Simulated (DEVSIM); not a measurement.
System: abrupt Si p-n junction, at 250 K.

Layer 1 from the left is Si, thickness (μm) 0.560, Na (cm⁻³) 2.8e16, τn (s) 2.2e-5, τp (s) 2.2e-5. Layer 2 from the left is Si, thickness (μm) 4.60, Nd (cm⁻³) 4e17, τn (s) 2.2e-5, τp (s) 2.2e-5.

Left contact: ohmic. Right contact: ohmic. Voltage is applied to the left contact. Recombination: SRH at mid-gap, radiative. Mobility is μmin + (μ − μmin)/(1 + (N/Nref)^α).

The device is made up for the run: typed textbook-type constants, with dimensions and the other settings drawn at random. Values at 300 K; Nc and Nv go as T^1.5, mobilities as T to minus their exponent, the gap by Varshni's rule with the affinity fixed.

Si: gap (eV) 1.124, affinity (eV) 4.05, permittivity 11.7, Nc (cm⁻³) 2.86e19, Nv (cm⁻³) 3.1e19, μn (cm²/Vs) 1417, μp (cm²/Vs) 470, μn,min 52, μp,min 45, Nref,n 9.7e16, Nref,p 2.2e17, αn 0.68, αp 0.72, T exponent of μn 2.3, T exponent of μp 2.2, B (cm³/s) 4.7e-15, Varshni α (eV/K) 0.000473, Varshni β (K) 636.

Task: Estimate by hand the built-in potential, the peak field at zero bias, the capacitance at -2 V, and compare with a numerical solution.

Result: 
- Built-in potential: ni = √(Nc Nv) exp(−Eg/2kT) = 8.01e7 cm⁻³ with Eg = 1.136 eV; Vbi = kT/q ln(Na Nd/ni²) = 0.905 V; numerical 0.905 V.
- Peak field at zero bias: depletion approximation: W = √(2εVbi/(qN)) = 0.211 μm with N = 2.62e16 cm⁻³; field = 2Vbi/W = 85600 V/cm; numerical 84000 V/cm (estimate above by 1.9 %).
- Capacitance at -2 V: C = √(qεN / 2(Vbi + |V|)) = 27.3 nF/cm²; numerical 27.5 nF/cm² (estimate below by 0.73 %).

DEVSIM, 1D drift-diffusion, Boltzmann statistics, complete ionisation; no tunnelling, impact ionisation, image-force lowering or self-heating.
